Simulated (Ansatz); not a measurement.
Results of LDA in Ansatz (plane waves, PAW) for IrB2 (model structure, started from the AlB2 type, P6/mmm, No. 191, 3 atoms in the cell).

Numerical settings: plane-wave cutoff 520 eV, 24×24×18 k mesh (along the axes of the cell as run), Fermi–Dirac smearing 0.05 eV, no spin polarisation, scalar-relativistic PAW data made under PBE.

Cell (relaxed at this level):

```
CELL_PARAMETERS angstrom
      3.07751     0.00000     0.00000
     -1.53876     2.66520     0.00000
      0.00000     0.00000     3.16580
ATOMIC_POSITIONS crystal
  Ir 0.00000 0.00000 0.00000
  B  0.33333 0.66667 0.50000
  B  0.66667 0.33333 0.50000
```

Q: Estimate the bulk modulus B0 that the calculation returns.

A: 
- bulk modulus B0: 323 GPa

Note: the run has no spin polarisation, so it can have missed a magnetic state; the bulk modulus is −V dP/dV from two relaxed cells at ±2 % in volume; the relaxation could raise the start's symmetry but not lower it, so the cell can be a saddle point.

Spin–orbit coupling is not included; it can open a gap where bands touch, and shift volumes and moduli.

The computed numbers hold no vibrational or temperature effects.

A model structure was made by putting elements into a prototype or built by hand; it is no filed structure, need not be a known phase, and can be a saddle point held by its symmetry.

Ansatz is an electronic-structure program.
